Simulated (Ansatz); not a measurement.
Take SnO in the litharge type structure (space group P4/nmm, No. 129; a = 3.793 Å, c = 4.764 Å; layered, stacked along the Cartesian z axis) as the base. Axes: x, y, z lie along a, b, c of the conventional cell.

Method: r2SCAN+rVV10 in Ansatz (plane waves to 500 eV, PAW, without spin-orbit coupling), earlier PAW set.

Strains are applied to the cell and any free atomic positions relax; under biaxial strain the out-of-plane vector relaxes too; under stress the whole cell relaxes.

One change was made to it. Results:

```
quantity             base     after
---------------  --------  --------
volume per atom  17.13 Å³  17.77 Å³
band gap             zero   0.43 eV
```

Q: What was done to the base?
A. biaxial strain −0.73 %, plane normal [001], relaxed out of plane
B. biaxial strain +1.21 %, plane normal [001], relaxed out of plane
C. biaxial strain +1.80 %, plane normal [001], relaxed out of plane
D. isotropic strain +1.97 %
E. uniaxial stress, 5 GPa tension along x

A: E, uniaxial stress, 5 GPa tension along x. For comparison, the band gap in the other runs: biaxial strain +1.80 %, plane normal [001], relaxed out of plane gives 0.32 eV; isotropic strain +1.97 % gives 0.53 eV; biaxial strain −0.73 %, plane normal [001], relaxed out of plane gives zero; biaxial strain +1.21 %, plane normal [001], relaxed out of plane gives 0.22 eV.

A case with no gap was solved on a k-mesh chosen for an insulator, which is coarse for it. Beyond what the load breaks, stability against distortions was not tested. The final runs are not spin-polarised. The zero or small gap of SnO can change with the level of theory.

Ansatz is a program for electronic structure.
